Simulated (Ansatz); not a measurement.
How far to go with the plane-wave cutoff: YCo (Cm, 4 atoms in the cell)

```
CELL_PARAMETERS angstrom
      2.06129    -5.19952     0.00000
      2.06129     5.19952     0.00000
      0.00000     0.00000     3.83497
ATOMIC_POSITIONS crystal
  Y  0.14278 0.85722 0.26304
  Y  0.85722 0.14278 0.75000
  Co 0.44679 0.55321 0.25000
  Co 0.55321 0.44679 0.75000
```
Moments meant for the start (each program seeds them in its own way; μB, in the order of the atoms Y Y Co Co): 1.0 1.0 3.0 3.0.

Level of theory: PBEsol, default PAW files made with PBE (plane waves; Ansatz, a first-principles code).

Base settings: basis.ecutwfc = 30.9 Ry; kpoints.mp_grid.grid = 3 3 3; hamiltonian.xc = pbesol; hamiltonian.pseudopotentials = {kind: paw} (the program's default PAW files); magnetization.spin_polarized = true; scf.occupations.method = gaussian; scf.occupations.width = 0.0073 Ry.

The second cell is the first with its lattice scaled by 0.98.

The mesh stays at the base's, so the ladder's end is converged at best in this setting alone.

The first pressure column holds Ansatz's estimate of the finite-basis (Pulay) stress, which hides part of the cutoff error; the other is without it.

Only quantities that move along the ladder and can be compared are tabulated.

The magnetic state is not the same in all runs (site moments differ, or a search went on to a lower state), so steps between rows are not convergence errors alone.

The count of work is k-points × plane waves × bands × iterations; it is no time. 

The starting cell comes from a database of computed structures (which also holds hypothetical and non-ambient phases and stackings), without a prior relaxation at this level. Its lattice was rescaled by up to half a per cent. One atom was moved a little off its site on purpose. The moments shrank to a small part of their start, a low-spin state that need not be the lowest. The program warned that a starting moment was not kept. In the base run, with a pressure of about -4 GPa the cell is away from its equilibrium volume at this level. Without a gap this mesh is coarse (it stands for a supercell whose shortest vector is 12 Å).

Steps (basis.ecutwfc): 10.7 Ry; 12.5 Ry; 14 Ry; 15.4 Ry; 16.9 Ry; 18.4 Ry; 21.7 Ry; 24.6 Ry; 27.9 Ry; 30.9 Ry; 33.8 Ry; 37.1 Ry; 41.5 Ry; 46.3 Ry; 54 Ry; 61.7 Ry; 74.2 Ry.

Q: What is the coarsest basis.ecutwfc that holds the energy of the compressed cell less the first within 1 meV/atom of the last step, with all finer ones?

A: 24.6 Ry, at 0.19 of the last step's count of work; the step before is off by 16 meV/atom.

Q: What is the coarsest basis.ecutwfc that holds the pressure within 1 GPa of the last step, with all finer ones?

A: 21.7 Ry, at 0.20 of the last step's count of work; the step before is off by 2.6 GPa.

Q: What is the coarsest basis.ecutwfc that holds the free energy within 5 meV/atom of the last step, with all finer ones?

A: 30.9 Ry, at 0.27 of the last step's count of work; the step before is off by 5.9 meV/atom.

```csv
basis.ecutwfc,free energy less the last step's (meV/atom),energy of the compressed cell less the first (meV/atom),pressure (GPa),pressure without the Pulay estimate (GPa),largest difference of a force vector from the last step's (eV/Å),count of work / last
10.7 Ry,64339.67,-756.61,-22.42,-1563.31,2.349,0.054
12.5 Ry,29104.15,91.65,11.89,-824.67,4.942,0.072
14 Ry,15157.48,-438.18,0.75,-486.53,1.153,0.085
15.4 Ry,8018.83,-62.29,-1.50,-291.03,0.330,0.095
16.9 Ry,4033.83,-73.56,-9.01,-167.69,0.250,0.12
18.4 Ry,2033.81,-42.09,-6.77,-97.63,0.237,0.16
21.7 Ry,376.53,4.61,-3.83,-27.69,0.132,0.20
24.6 Ry,63.34,-11.63,-3.96,-9.47,0.065,0.19
27.9 Ry,5.94,-10.89,-4.12,-4.69,0.008,0.21
30.9 Ry,1.79,-11.10,-4.15,-4.20,0.001,0.27
33.8 Ry,1.22,-11.09,-4.15,-4.18,0.000,0.33
37.1 Ry,0.79,-11.09,-4.15,-4.16,0.000,0.38
41.5 Ry,0.54,-11.08,-4.15,-4.15,0.000,0.42
46.3 Ry,0.33,-11.09,-4.15,-4.16,0.000,0.49
54 Ry,0.10,-11.10,-4.15,-4.15,0.000,0.58
61.7 Ry,0.05,-11.10,-4.15,-4.15,0.000,0.80
74.2 Ry,0.00,-11.10,-4.15,-4.15,0.000,1.0
```

The energy difference between the two cells stays within 1 meV/atom of the last step's from 24.6 Ry on, the total only from 37.1 Ry on: much of the error is common to both cells and cancels.

At the lowest cutoff the pressure without the Pulay estimate lies 1560 GPa under the last step's, the usual sign of Pulay stress in an incomplete plane-wave basis.

Keys are those of Ansatz 0.2.
